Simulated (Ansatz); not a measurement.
## Ga vacancy + 3 H in metastable zinc-blende GaN

All values below come from PBE, PAW (plane waves to 420 eV; Ansatz, a first-principles code). The supercell holds 64 host sites (2×2×2 repeats of the unit cell), with a 2×2×2 shifted k-point sampling for the final energies. Sites at the start: the Ga site; 3 H on the vacancy's neighbours. Energies of charged states are corrected for periodic images (point charge plus alignment at distant sites). Dielectric constants: PBE linear response of the host. Host gap at this level: 1.54 eV. These values are not converged in cell size to better than tenths of an eV. The semilocal functional narrows the gap, so deep levels can fall outside it. Spin–orbit coupling is left out. Each state is the lowest found from its start.

Formation energies E_f are given with the Fermi level at the valence-band maximum. Chemical conditions: Ga-rich (Δμ(Ga) = 0.00 eV, Δμ(H) = -0.045 eV, bounded by NH3 molecule; only phases computed here count, gases as isolated molecules at 0 K); N-rich (Δμ(Ga) = -0.87 eV, Δμ(H) = -0.34 eV, bounded by NH3 molecule; only phases computed here count, gases as isolated molecules at 0 K). Reference phases: Ga: alpha gallium, H: H2 molecule in a box.

```json
[
 {"charge": "+1†", "moment (μB)": "1.0", "largest move off a lattice site (Å)": "0.21", "image correction with alignment (eV)": "-0.08", "E_f, Ga-rich (eV)": "–", "E_f, N-rich (eV)": "–"},
 {"charge": "0", "moment (μB)": "not spin-polarised", "largest move off a lattice site (Å)": "0.14", "image correction with alignment (eV)": "0.01", "E_f, Ga-rich (eV)": "0.35", "E_f, N-rich (eV)": "0.35"}
]
```

† Not settled in this cell, so no level is given: charge +1: level within 0.1 eV of a band edge or past it.
